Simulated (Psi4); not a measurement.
Psi4 1.11, HF/def2-svp: Pd(Br)(H)(en) ([Br][PdH]1<-[NH2]CC[NH2]->1), 15 atoms. The geometry is a generated start, not checked to be a minimum at this level.

```json
{
  "task": "energy",
  "method": "scf",
  "basis": "def2-svp",
  "memory": "3 GB",
  "maxiter": "100",
  "keys_of_the_molecule_block": "symmetry c1",
  "scf_type": "df (default)",
  "diis_max_vecs": "10 (default)",
  "e_convergence": "1e-06 (default)",
  "d_convergence": "1e-06 (default)",
  "effective_core_potentials": "those of the basis set, past Kr",
  "basis_functions": "164"
}
```

```xyz
15

Pd     0.2800    -1.7480     0.0010
Br     2.2639    -2.9538     0.0112
H     -0.5421    -3.0034     0.0113
C     -0.9346     0.9395     0.3601
C      0.4008     1.2600    -0.3262
N      1.3757     0.2265     0.0125
N     -1.3977    -0.3887    -0.0482
H     -1.6676     1.7211     0.1145
H     -0.7895     0.9330     1.4452
H      0.7280     2.2670    -0.0274
H      0.2555     1.2562    -1.4128
H      1.7212     0.3415     0.9687
H      2.1863     0.2398    -0.6065
H     -1.6992    -0.3870    -1.0251
H     -2.1809    -0.7037     0.5217
```

Charge 0 and multiplicity 1 are set for this test and not shown to be the ground state.

With the defaults (damping_percentage = 0, diis = true, scf_initial_accelerator = adiis, guess = auto, which took SAD, level_shift = 0, level_shift_cutoff = 0.01) it converges in 11 SCF iterations. One run each on 2 threads, with these changes:
- damping_percentage = 20
- guess = gwh
- level_shift = 0.5, level_shift_cutoff = 0.001
- guess = sapgau
- guess = core
- level_shift = 0.1, level_shift_cutoff = 0.001
- damping_percentage = 60
- damping_percentage = 60, diis = false, scf_initial_accelerator = none
- guess = huckel

Which of these changes keep the SCF from converging, or lead it to another solution?

No convergence: damping_percentage = 60; damping_percentage = 60, diis = false, scf_initial_accelerator = none (the run ends without SCF convergence in 100 iterations). The rest reach the solution of the defaults.

| setting | SCF iterations | end |
|---|---|---|
| the defaults | 11 | same solution |
| level_shift = 0.1, level_shift_cutoff = 0.001 | 11 | same solution |
| guess = huckel | 12 | same solution |
| level_shift = 0.5, level_shift_cutoff = 0.001 | 12 | same solution |
| guess = sapgau | 15 | same solution |
| guess = gwh | 17 | same solution |
| guess = core | 20 | same solution |
| damping_percentage = 20 | 24 | same solution |
| damping_percentage = 60 | 100 | no convergence |
| damping_percentage = 60, diis = false, scf_initial_accelerator = none | 100 | no convergence |
